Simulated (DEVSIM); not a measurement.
Device: Pd/HfO2/SiO2/n-Si capacitor, at 300 K.

```
layer (left to right)  material  thickness (nm)  Nd (cm⁻³)
---------------------  --------  --------------  ---------
1                          HfO2            3.00          -
2                          SiO2           0.850          -
3                            Si            5000     1.3e16
```

Metal gate on the left, work function 5.2 eV. Fixed charge at the semiconductor interface 0 cm⁻² (in units of +e); no interface traps.

Constants are typed, rounded textbook-type inputs, not results; the design itself was drawn at random and stands for no fabricated device. Values at 300 K.

| parameter | HfO2 | SiO2 | Si |
|---|---|---|---|
| gap (eV) | 5.7 | 9 | 1.124 |
| affinity (eV) | 2.5 | 0.9 | 4.05 |
| permittivity | 22 | 3.9 | 11.7 |
| Nc (cm⁻³) | - | - | 2.86e19 |
| Nv (cm⁻³) | - | - | 3.1e19 |

Model (solved in DEVSIM): 1D Poisson equation in equilibrium, Boltzmann statistics, complete ionisation; no quantum confinement or tunnelling. Metal contacts follow the ideal Schottky-Mott rule: no Fermi-level pinning, no interface dipoles.

Problem. Tabulate band edges, carrier densities and field at 0.5 V on the gate.

Solution. Energies count from the Fermi level of the right contact; mesh points crowd at the junctions.

```csv
x (μm),Ec (eV),Ev (eV),n (cm⁻³),p (cm⁻³),field (V/cm)
0.000,2.200,-3.500,< 1e2,< 1e2,-22000
0.001040,2.198,-3.502,< 1e2,< 1e2,-22000
0.002170,2.195,-3.505,< 1e2,< 1e2,-22000
0.003176,3.791,-5.209,< 1e2,< 1e2,-120000
0.003974,0.633,-0.491,6.7e8,1.7e11,-41000
0.005587,0.626,-0.498,8.6e8,1.3e11,-40000
0.009224,0.612,-0.512,1.5e9,7.7e10,-39000
0.02201,0.563,-0.561,1.0e10,1.2e10,-37000
0.04777,0.475,-0.649,3.0e11,3.8e8,-32000
0.1044,0.327,-0.797,9.0e13,1300000,-20000
0.2320,0.207,-0.917,9.6e15,12000,-2100
0.6808,0.199,-0.925,1.3e16,8900,≈ 0
1.532,0.199,-0.925,1.3e16,8900,≈ 0
3.161,0.199,-0.925,1.3e16,8900,≈ 0
4.402,0.199,-0.925,1.3e16,8900,≈ 0
4.738,0.199,-0.925,1.3e16,8900,≈ 0
4.886,0.199,-0.925,1.3e16,8900,≈ 0
4.952,0.199,-0.925,1.3e16,8900,≈ 0
4.987,0.199,-0.925,1.3e16,8900,≈ 0
4.997,0.199,-0.925,1.3e16,8900,≈ 0
5.002,0.199,-0.925,1.3e16,8900,≈ 0
5.004,0.199,-0.925,1.3e16,8900,≈ 0
```
